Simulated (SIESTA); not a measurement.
# A self-consistent single point of Al₂Au (Fm-3m, 3 atoms in the cell) with SIESTA

Method of the run: GGA PBE, numerical atomic orbitals TZP, PseudoDojo PBE standard norm-conserving potentials (rewritten from UPF to PSML) (SIESTA).

Input:

```
# files in the folder: Al.psml Au.psml (PseudoDojo PBE standard)
SystemName  Al2Au
SystemLabel Al2Au

NumberOfAtoms                3
NumberOfSpecies              2
%block ChemicalSpeciesLabel
  1 13 Al
  2 79 Au
%endblock ChemicalSpeciesLabel
LatticeConstant              1.0 Bohr
%block LatticeVectors
     0.000000000    5.750752181    5.750752181
     5.750752181    0.000000000    5.750752181
     5.750752181    5.750752181    0.000000000
%endblock LatticeVectors
AtomicCoordinatesFormat      Ang
%block AtomicCoordinatesAndAtomicSpecies
     1.521583500    1.521583500    1.521583500  1
     4.564750500    4.564750500    4.564750500  1
     0.000000000    0.000000000    0.000000000  2
%endblock AtomicCoordinatesAndAtomicSpecies

XC.functional                GGA
XC.authors                   PBE
PAO.BasisSize                TZP
PAO.EnergyShift              0.005 Ry
MeshCutoff                   350 Ry
%block kgrid.MonkhorstPack
    9   0   0  0.0
    0   9   0  0.0
    0   0   9  0.0
%endblock kgrid.MonkhorstPack
OccupationFunction           FD
ElectronicTemperature        100.0 meV

MaxSCFIterations             150
SCF.Mixer.Method             Broyden
SCF.Mixer.Weight             0.2
SCF.Mixer.History            8
SCF.DM.Tolerance             1.0E-04
Diag.ParallelOverK           true
WriteForces                  true
Charge.Mulliken              end
```

Log, with long lists cut:

```
reinit: Reading from file input.fdf

reinit: System Name: Al2Au
reinit: System Label: Al2Au

coor:   Atomic-coordinates input format  =     Cartesian coordinates
coor:                                          (in Angstroms)

siesta: Atomic coordinates (Bohr) and species
siesta:      2.87538   2.87538   2.87538  1        1
siesta:      8.62613   8.62613   8.62613  1        2
siesta:      0.00000   0.00000   0.00000  2        3

siesta: System type = bulk

initatomlists: Number of atoms, orbitals, and projectors:      3    59    61

siesta: ******************** Simulation parameters ****************************
redata: Spin configuration                          = none
redata: Time-Reversal Symmetry                      = T
redata: Number of Atomic Species                    =        2
redata: Mesh Cutoff                                 =   350.0000 Ry
redata: Net charge of the system                    =     0.0000 |e|
redata: Min. number of SCF Iter                     =        0
redata: Max. number of SCF Iter                     =      150
redata: SCF convergence failure will abort job
redata: SCF mix quantity                            = Hamiltonian
redata: Mix DM or H after convergence               =   F
redata: Recompute H after scf cycle                 =   F
redata: Mix DM in first SCF step                    =   T
redata: No kicks to SCF
redata: DM Mixing Weight for Kicks                  =     0.5000
redata: Require Harris convergence for SCF          =   F
redata: Harris energy tolerance for SCF             =     0.000100 eV
redata: Require DM convergence for SCF              =   T
redata: DM tolerance for SCF                        =     0.000100
redata: Require EDM convergence for SCF             =   F
redata: EDM tolerance for SCF                       =     0.001000 eV
redata: Require H convergence for SCF               =   T
redata: Hamiltonian tolerance for SCF               =     0.001000 eV
   [... lines left out ...]
diag: Parallel distribution                         =     1 x     1
diag: Used triangular part                          = Lower
diag: Absolute tolerance                            =  0.100E-15
diag: Orthogonalization factor                      =  0.100E-05
diag: Memory factor                                 =  1.0000

superc: Internal auxiliary supercell:     7 x     7 x     7  =     343
superc: Number of atoms, orbitals, and projectors:   1029  20237  20923

                        Single-point calculation

superc: Internal auxiliary supercell:     7 x     7 x     7  =     343
superc: Number of atoms, orbitals, and projectors:   1029  20237  20923

outcell: Unit cell vectors (Ang):
        0.000000    3.043167    3.043167
        3.043167    0.000000    3.043167
        3.043167    3.043167    0.000000

outcell: Cell vector modules (Ang)   :    4.303688    4.303688    4.303688
outcell: Cell angles (23,13,12) (deg):     60.0000     60.0000     60.0000
outcell: Cell volume (Ang**3)        :     56.3647
new_DM -- step:     1
Initializing Density Matrix...

Attempting to read DM from file... Failed...
DM filled with atomic data:

InitMesh: MESH = 40 x 40 x 40 = 64000
InitMesh: Mesh cutoff (required, used) =   350.000   358.123 Ry

stepf: Fermi-Dirac step function
        iscf     Eharris(eV)        E_KS(eV)     FreeEng(eV)     dDmax    Ef(eV) dHmax(eV)
   scf:    1    -4086.922433    -4140.959015    -4140.994722  1.675920 -3.224209 26.758678
   scf:    2    -4167.130488    -4158.747895    -4158.781797  0.473323 -3.830899  4.884466
   scf:    3    -4159.510149    -4159.253232    -4159.286892  0.101008 -3.924588  0.977546
   scf:    4    -4159.181709    -4159.246688    -4159.280373  0.051360 -3.985881  1.045984
   scf:    5    -4159.287244    -4159.273302    -4159.307128  0.027829 -3.975290  0.196939
   scf:    6    -4159.271062    -4159.273364    -4159.307240  0.010552 -3.970383  0.175086
   scf:    7    -4159.274066    -4159.273734    -4159.307606  0.001510 -3.971675  0.130659
   scf:    8    -4159.274273    -4159.274029    -4159.307895  0.001550 -3.972868  0.077047
   scf:    9    -4159.274223    -4159.274136    -4159.307998  0.000956 -3.973565  0.044377
   scf:   10    -4159.274219    -4159.274190    -4159.308048  0.001071 -3.974268  0.006262
   scf:   11    -4159.274193    -4159.274192    -4159.308049  0.000204 -3.974425  0.000351
   scf:   12    -4159.274192    -4159.274192    -4159.308049  0.000043 -3.974438  0.000226
SCF Convergence by DM+H criterion
max |DM_out - DM_in|         :     0.0000427497
max |H_out - H_in|      (eV) :     0.0002264917
SCF cycle converged after 12 iterations

Using DM_out to compute the final energy and forces

siesta: E_KS(eV) =            -4159.2742

siesta: E_KS - E_eggbox =     -4159.2742

siesta: Atomic forces (eV/Ang):
     1   -0.000055   -0.000055   -0.000055
     2    0.000055    0.000055    0.000055
     3    0.000000    0.000000    0.000000
   Tot    0.000000    0.000000    0.000000
   Max    0.000055
   Res    0.000045    sqrt( Sum f_i^2 / 3N )
   Max    0.000055    constrained

Stress tensor Voigt[x,y,z,yz,xz,xy] (kbar):       12.03       12.03       12.03       -0.05       -0.05       -0.05
(Free)E + p*V (eV/cell)    -4159.7314
Target enthalpy (eV/cell)    -4159.3080

siesta: Program's energy decomposition (eV):
siesta: Ebs     =      -756.897429
siesta: Eions   =      5366.273092
siesta: Ena     =       644.336856
siesta: Ekin    =      1189.168847
siesta: Enl     =        90.225943
siesta: Eso     =         0.000000
siesta: Edftu   =         0.000000
siesta: DEna    =        47.126812
siesta: DUscf   =         2.125937
siesta: DUext   =         0.000000
siesta: Ex      =      -716.536879
siesta: Ec      =       -49.448616
siesta: Exc     =      -765.985495
siesta: Eharris =     -4159.274192
siesta: Etot    =     -4159.274192
siesta: FreeEng =     -4159.308049

siesta: Stress tensor (static) (eV/Ang**3):
siesta:     0.007511   -0.000031   -0.000031
siesta:    -0.000031    0.007511   -0.000031
siesta:    -0.000031   -0.000031    0.007511

siesta: Cell volume =         56.364720 Ang**3

siesta: Pressure (static):
siesta:                Solid            Molecule  Units
siesta:          -0.00008180         -0.00008184  Ry/Bohr**3
siesta:          -0.00751081         -0.00751376  eV/Ang**3
siesta:         -12.03363872        -12.03837786  kBar

mulliken: Atomic and Orbital Populations:

Species: Al
Atom  Qatom  Qorb
               3s      3s      3s      3py     3pz     3px     3py     3pz
               3px     3py     3pz     3px     3Pdxy   3Pdyz   3Pdz2   3Pdxz
               3Pdx2-y2
   1  3.241   0.269   0.138   0.464   0.052   0.052   0.052  -0.071  -0.071
             -0.071   0.579   0.579   0.579   0.130   0.130   0.148   0.130

              0.148
   2  3.241   0.269   0.138   0.464   0.052   0.052   0.052  -0.071  -0.071
             -0.071   0.579   0.579   0.579   0.130   0.130   0.148   0.130

              0.148

Species: Au
Atom  Qatom  Qorb
               5s      6s      6s      6s      5py     5pz     5px     6py
               6pz     6px     5dxy    5dyz    5dz2    5dxz    5dx2-y2 5dxy
               5dyz    5dz2    5dxz    5dx2-y2 5dxy    5dyz    5dz2    5dxz
               5dx2-y2
   3 18.519   1.914  -0.560   0.127   0.595   1.977   1.977   1.977   0.434
              0.434   0.434   1.501   1.501   1.686   1.501   1.686   0.049

              0.049   0.055   0.049   0.055   0.259   0.259   0.152   0.259

              0.152

mulliken: Qtot =       25.000

Mulliken Atomic Populations:
Atom #   charge [q] valence [e]  Species
     1    -0.240667    3.240667  Al
     2    -0.240667    3.240667  Al
     3     0.481334   18.518666  Au
 Total    -0.000000
```

The run converged in 12 iterations.

The starting cell comes from a database of computed structures (which also holds hypothetical and non-ambient phases and stackings), without a prior relaxation at this level. Its lattice was rescaled by a random factor within 2.5 % of one. Values carry the incompleteness of an atom-centred basis.

Cost on one core of a shared machine: roughly 50 s.
